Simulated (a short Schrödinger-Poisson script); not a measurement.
From a short Schrödinger-Poisson script (our own, NumPy): 1D Poisson equation in equilibrium, electrons quantum, Hartree (BenDaniel-Duke, 40 states a valley, the channel's in-plane mass for all, wave functions free to enter the barrier), parabolic valleys, classical holes, full ionisation, no traps, pinning or gate leakage.

Structure: gated In0.52Al0.48As/In0.53Ga0.47As δ-doped gas in a quantum well, at 300 K.

From the gate side: 30 nm In0.52Al0.48As; 5 nm In0.52Al0.48As; 20 nm In0.53Ga0.47As; 4000 nm In0.52Al0.48As, acceptors 3e15 cm⁻³.

Constants are typed, rounded textbook-type inputs, not results; the design itself was drawn at random and stands for no fabricated device. In0.52Al0.48As: permittivity 12.5, conduction-band edge (eV) 0.52, gap (eV) 1.45, electron mass (mₑ) 0.075, Nv at 300 K (cm⁻³) 1.1e19. In0.53Ga0.47As: permittivity 13.9, conduction-band edge (eV) 0, gap (eV) 0.74, Nv at 300 K (cm⁻³) 7.7e18.

Channel valleys (confinement mass, in-plane density-of-states mass, number): Γ 0.041, 0.041, 1. At the gate the conduction-band edge of layer 1 lies 0.65 eV − eVg above the Fermi level of the channel; the field vanishes at the back. Sheet of ionised δ-doping: +3e12 e/cm² at 30 nm from the gate. The barrier under the gate holds no holes. Gaps are held at their typed values at every temperature. Mesh 0.08 nm at interfaces.

Task: Give the gate voltage at 1e11 electrons/cm² (V); the sheet density of all electrons at Vg = -0.6 V (cm⁻²); the centroid of the channel electrons at Vg = 0.4 V (nm).

Result: gate voltage at 1e11 electrons/cm² (V): -1.03; sheet density of all electrons at Vg = -0.6 V (cm⁻²): 7.41e11; centroid of the channel electrons at Vg = 0.4 V (nm): 5.94.
